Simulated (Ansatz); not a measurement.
Electronic density of states of amorphous silicon oxynitride (Si₂₄O₃₆N₈), density 2.63 g/cm³, on a 2×2×2 Γ-centred mesh with a Gaussian width of 0.1 eV; energies count from the Fermi level, whose place inside the gap is arbitrary. Cell and mesh are small, so fine structure isn't converged. All values below come from PBE, scalar-relativistic without spin-orbit coupling (plane waves to 420 eV, PAW; Ansatz, a program for electronic structure). Sampling: a 2×2×2 Γ-centred mesh; Fermi-Dirac width 0.02 eV; no spin polarisation. At PBE the levels at the filled edge of the gap are localised (band-tail or defect states), and the nearest spread-out levels lie 5.2 eV apart at the zone centre.

It comes from a melt-quench run on a machine-learned potential (CHGNet), relaxed afterwards by DFT. O and N atoms were pushed apart under 1.9 Å during the dynamics, to hinder bonds among them. The hot cell started wider than the set density and was brought back towards it in steps. It is the lowest in DFT energy of 2 quenches. It is a model cell: composition and starting density were chosen by hand, and all elements were melted together. No dispersion term was used. Its density started from a set value of 2.77 and ended at 2.63 g/cm³. Cooling (nominally 150 K/ps over its main leg) ran many orders faster than in experiment, which tends to leave more defects and strain. One small periodic cell is one sample of the glass; other quenches scatter about these values. The volume was free in the relaxation, at fixed shape. Stress components on the final sampling reach 3.1 GPa.

(E - EF (eV), states/(eV atom)): (-12.00, 0.09); (-11.90, 0.21); (-11.80, 0.21); (-11.70, 0.18); (-11.60, 0.21); (-11.50, 0.23); (-11.40, 0.21); (-11.30, 0.20); (-11.20, 0.20); (-11.10, 0.21); (-11.00, 0.19); (-10.90, 0.18); (-10.80, 0.21); (-10.70, 0.22); (-10.60, 0.18); (-10.50, 0.14); (-10.40, 0.18); (-10.30, 0.22); (-10.20, 0.23); (-10.10, 0.24); (-10.00, 0.23); (-9.90, 0.19); (-9.80, 0.17); (-9.70, 0.17); (-9.60, 0.17); (-9.50, 0.17); (-9.40, 0.17); (-9.30, 0.22); (-9.20, 0.23); (-9.10, 0.21); (-9.00, 0.23); (-8.90, 0.27); (-8.80, 0.34); (-8.70, 0.42); (-8.60, 0.53); (-8.50, 0.60); (-8.40, 0.58); (-8.30, 0.49); (-8.20, 0.47); (-8.10, 0.46); (-8.00, 0.49); (-7.90, 0.52); (-7.80, 0.39); (-7.70, 0.28); (-7.60, 0.26); (-7.50, 0.31); (-7.40, 0.31); (-7.30, 0.27); (-7.20, 0.31); (-7.10, 0.33); (-7.00, 0.40); (-6.90, 0.44); (-6.80, 0.36); (-6.70, 0.35); (-6.60, 0.41); (-6.50, 0.42); (-6.40, 0.43); (-6.30, 0.45); (-6.20, 0.43); (-6.10, 0.53); (-6.00, 0.57); (-5.90, 0.51); (-5.80, 0.51); (-5.70, 0.56); (-5.60, 0.58); (-5.50, 0.62); (-5.40, 0.68); (-5.30, 0.72); (-5.20, 0.71); (-5.10, 0.68); (-5.00, 0.69); (-4.90, 0.77); (-4.80, 0.85); (-4.70, 0.81); (-4.60, 0.80); (-4.50, 0.87); (-4.40, 0.85); (-4.30, 0.79); (-4.20, 0.82); (-4.10, 0.86); (-4.00, 0.77); (-3.90, 0.60); (-3.80, 0.59); (-3.70, 0.65); (-3.60, 0.72); (-3.50, 0.64); (-3.40, 0.39); (-3.30, 0.23); (-3.20, 0.33); (-3.10, 0.39); (-3.00, 0.24); (-2.90, 0.17); (-2.80, 0.20); (-2.70, 0.27); (-2.60, 0.12); (-2.50, 0.01); (-2.40, 0.00); (-2.30, 0.00); (-2.20, 0.01); (-2.10, 0.10); (-2.00, 0.14); (-1.90, 0.04); (-1.80, 0.00); (-1.70, 0.00); (-1.60, 0.00); (-1.50, 0.00); (-1.40, 0.00); (-1.30, 0.00); (-1.20, 0.00); (-1.10, 0.00); (-1.00, 0.00); (-0.90, 0.00); (-0.80, 0.00); (-0.70, 0.00); (-0.60, 0.00); (-0.50, 0.00); (-0.40, 0.00); (-0.30, 0.00); (-0.20, 0.00); (-0.10, 0.00); (0.00, 0.00); (0.10, 0.00); (0.20, 0.00); (0.30, 0.00); (0.40, 0.00); (0.50, 0.00); (0.60, 0.00); (0.70, 0.00); (0.80, 0.00); (0.90, 0.00); (1.00, 0.00); (1.10, 0.00); (1.20, 0.00); (1.30, 0.00); (1.40, 0.00); (1.50, 0.00); (1.60, 0.00); (1.70, 0.00); (1.80, 0.00); (1.90, 0.01); (2.00, 0.02); (2.10, 0.01); (2.20, 0.00); (2.30, 0.00); (2.40, 0.01); (2.50, 0.02); (2.60, 0.04); (2.70, 0.07); (2.80, 0.09); (2.90, 0.09); (3.00, 0.07); (3.10, 0.08); (3.20, 0.12); (3.30, 0.14); (3.40, 0.13); (3.50, 0.12); (3.60, 0.13); (3.70, 0.14); (3.80, 0.19); (3.90, 0.26); (4.00, 0.26); (4.10, 0.27); (4.20, 0.26); (4.30, 0.25); (4.40, 0.31); (4.50, 0.33); (4.60, 0.34); (4.70, 0.38); (4.80, 0.40); (4.90, 0.39); (5.00, 0.38); (5.10, 0.40); (5.20, 0.42); (5.30, 0.40); (5.40, 0.39); (5.50, 0.47)

The level gap on this mesh is 4.01 eV; the broadening fills part of it in the curve.
